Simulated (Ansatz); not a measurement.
What uniaxial stress, 0.5 GPa compression along x does to AlRu

Base system: AlRu in the CsCl type structure (space group Pm-3m, No. 221; a = 2.983 Å; relaxed with 0.1 eV smearing). Axes: x, y, z lie along the cube axes.

Modification: uniaxial stress, 0.5 GPa compression along x, with the cell and atoms free to relax against it.

Method: DFT with r2SCAN, PAW potentials and a 500 eV plane-wave cutoff in Ansatz (a program for electronic structure), scalar-relativistic without spin-orbit coupling. Γ-centred 19×19×19 mesh, Fermi–Dirac width 0.1 eV.

```tsv
quantity	base	changed	shift
volume per atom	13.27 Å³	13.26 Å³	-0.01 Å³
space group	Pm-3m (No. 221)	P4/mmm (No. 123)	–
shortest interatomic distance	2.583 Å	2.583 Å	-0.0006 Å
energy relative to the base (free energy F)	0 meV/atom	0.0 meV/atom	0.0 meV/atom
band gap	zero	zero	–
strain response (xx, yy, zz)	–	(−0.20, +0.06, +0.06) %	–
```

Beyond what the load breaks, stability against distortions was not tested. The final runs are not spin-polarised.
